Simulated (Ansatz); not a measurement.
The starting structures come from a database of crystals and need not be the phases stable at ambient conditions.

Evanescent states of BeF₂ (P3_121, not sure to be the ambient phase, 9 atoms a cell, 10.9 Å³ an atom) along the normal of (001)

All values below come from r2SCAN (plane waves, PAW; Ansatz, a first-principles code).

No gap correction and no spin-orbit coupling; mid-gap values are interpolated between computed energies.

Energies count from the valence-band top; κ is the least over a 12×12 mesh across the current.

```json
[
 {"E (eV)": "0.21", "κ (1/Å)": "0.377", "where": "off Γ"},
 {"E (eV)": "0.63", "κ (1/Å)": "0.508", "where": "Γ"},
 {"E (eV)": "1.05", "κ (1/Å)": "0.564", "where": "Γ"},
 {"E (eV)": "1.47", "κ (1/Å)": "0.605", "where": "Γ"},
 {"E (eV)": "1.89", "κ (1/Å)": "0.635", "where": "Γ"},
 {"E (eV)": "2.31", "κ (1/Å)": "0.657", "where": "Γ"},
 {"E (eV)": "2.73", "κ (1/Å)": "0.672", "where": "Γ"},
 {"E (eV)": "3.15", "κ (1/Å)": "0.682", "where": "Γ"},
 {"E (eV)": "3.57", "κ (1/Å)": "0.686", "where": "Γ"},
 {"E (eV)": "3.99", "κ (1/Å)": "0.686", "where": "Γ"},
 {"E (eV)": "4.41", "κ (1/Å)": "0.682", "where": "Γ"},
 {"E (eV)": "4.83", "κ (1/Å)": "0.673", "where": "Γ"},
 {"E (eV)": "5.25", "κ (1/Å)": "0.661", "where": "Γ"},
 {"E (eV)": "5.67", "κ (1/Å)": "0.644", "where": "Γ"},
 {"E (eV)": "6.09", "κ (1/Å)": "0.622", "where": "Γ"},
 {"E (eV)": "6.51", "κ (1/Å)": "0.596", "where": "Γ"},
 {"E (eV)": "6.93", "κ (1/Å)": "0.565", "where": "Γ"},
 {"E (eV)": "7.35", "κ (1/Å)": "0.527", "where": "Γ"},
 {"E (eV)": "7.77", "κ (1/Å)": "0.481", "where": "Γ"},
 {"E (eV)": "8.19", "κ (1/Å)": "0.424", "where": "Γ"},
 {"E (eV)": "8.61", "κ (1/Å)": "0.351", "where": "Γ"},
 {"E (eV)": "9.03", "κ (1/Å)": "0.248", "where": "Γ"}
]
```

**Question.** How thick must the barrier be to attenuate the transmission by 10^6 when the electrodes' Fermi level lies at 7.35 eV, and what attenuation does that film give at 6.51 eV?

**Answer.** d = 6 ln 10 / (2 × 0.527) = 13.1 Å. At 6.51 eV it gives 6 × 0.596/0.527 = 6.8 decades.
